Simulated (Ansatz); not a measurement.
The parent structure is Ge in the diamond structure (space group Fd-3m, No. 227; a = 5.6222 Å). Axes: x, y, z lie along the cube axes.

All numbers come from Ansatz (a first-principles code), LDA, PAW, cutoff 420 eV, spin-orbit coupling left out.

Base values:

| Quantity | Result |
|---|---|
| Pressure | 0.0 GPa |
| Shortest interatomic distance | 2.434 Å |

Perturbation: uniaxial strain ε_zz = −2.00 %, all other strain components held at zero, atoms relaxed at fixed cell.

**Question.** Estimate the effect on the pressure.

**Answer.** The pressure (mean of the normal stresses, compression positive) goes from zero to 1.5 GPa.

**Question.** What does the calculation give for the energy relative to the base after the change?

**Answer.** The energy increases by 3.4 meV/atom.

**Question.** How does this affect the shortest interatomic distance?

**Answer.** The shortest interatomic distance decreases by 0.016 Å to 2.418 Å.

Stability against distortions was not tested.
